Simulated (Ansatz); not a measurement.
Where the default PAW files enter, the runs use the earlier of Ansatz's two default sets.

Here is the system:

```xyz
2
Lattice="2.5640 0.0000 0.0000 0.0000 2.5640 0.0000 1.2820 1.2820 1.8130" Properties=species:S:1:pos:R:3 pbc="T T T"
B      0.0000     0.0000     0.0000
N      1.2820     2.5640     0.9065
```

Space group of this cell: F-43m, zinc blende. The cell is taken as given; by r2SCAN its mean pressure is -5.4 GPa.

These are r2SCAN (plane waves, PAW; Ansatz, a quantum-chemistry and plane-wave program) values and carry that method's errors.

The current runs along the normal of the first two printed vectors; no spin-orbit coupling. Scaled by the factor s: the length along the current (ions clamped). Meshes 16×16×16 and 12×12 across the current in all rows.

```json
[
 {"s": "0.97", "mean pressure (GPa)": "6.5", "band gap (eV)": "4.46"},
 {"s": "1.00", "mean pressure (GPa)": "-5.4", "band gap (eV)": "4.98"},
 {"s": "1.03", "mean pressure (GPa)": "-15.8", "band gap (eV)": "?"}
]
```

Q: Take the slope of the band gap against ln s from the two given rows, extrapolate to s = 1.03, and say what the run there gives.

A: Slope = (4.46 − 4.98) / ln 0.97 = 17.1 eV. The line gives 4.98 + (17.1) × ln 1.03 = 5.48 eV. The run gives 4.67 eV, 0.81 eV under the line, 161 % of the predicted step.
